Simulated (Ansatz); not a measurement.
**What isotropic strain −2.00 % does to KI**

Base system: KI in the rock salt structure (space group Fm-3m, No. 225; a = 7.182 Å).

It is then changed as follows: the cell is scaled by 0.9800 in all directions; the atoms relax in the strained cell.

Method: PBE (Ansatz, a first-principles code, PAW, no SOC). Γ-centred 8×8×8 mesh, Fermi–Dirac width 0.05 eV.

The volume per atom shrinks by 2.724 Å³ to 43.59 Å³ and the space group is still Fm-3m (No. 225). The shortest interatomic distance decreases by 0.072 Å to 3.519 Å and the energy rises by 5.9 meV/atom. The pressure goes from zero to 0.74 GPa and the band gap rises by 0.138 eV to 3.99 eV. The gap character remains direct at Γ and the mean gap deformation potential ΔEg/Δln V comes out as -2.3 eV. The width of the top valence band goes up by 0.07 eV (0.54 eV → 0.61 eV) and the electron mass becomes 0.33 mₑ (at Γ) (base: 0.34 mₑ (at Γ)). The hole mass (degenerate bands, along [100]) becomes 0.46, 2.6, 2.6 mₑ (at Γ) (base: 0.51, 2.8, 2.8 mₑ (at Γ)) and the valley order (the lowest conduction-band minima on the path, energy above the VBM, named in the base's zone) becomes Γ 3.99 eV; X along ⟨100⟩ 4.92 eV (base: Γ 3.86 eV; X along ⟨100⟩ 5.02 eV).

Cost of the whole job for the changed cell (relaxation, final SCF and bands): very roughly 11 core-seconds.

With I present, leaving out spin-orbit coupling can change the band edges. Masses are band curvatures over ±0.01 Å⁻¹ around the edge. Stability against distortions was not tested.
